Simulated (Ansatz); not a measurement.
Structures of equal composition on the (111) surface of fcc Au: a layer of Fe in place of the second plane; a layer of Fe in place of the third plane. The slabs share one bottom face, and each structure is named by its start. These are constructed structures in small cells; real faces may alloy, dewet or reconstruct in larger ones, and not all known structures of the face are among them. Slabs of about 12 Å with all that they carry, Fermi-Dirac smearing of 0.1 eV. Bottom of the slabs: a bare face, its two planes held. Relaxed from the named starts with such symmetry as they have, on meshes of like density; energies extrapolated to zero smearing; no spin-orbit coupling, no U. Spin-polarised runs, if any, are marked in brackets, and their order is one that fits the cell; the others ran without spin.

Computed with PBE (plane waves to 420 eV, PAW; Ansatz, a program for electronic structure).

Q: Rank these by energy per 1x1 cell (lowest first), as PBE gives it.

A: a layer of Fe in place of the third plane (0.000 eV [spin, 3.1 μB a cell]), a layer of Fe in place of the second plane (0.036 eV [spin, 3.1 μB a cell])
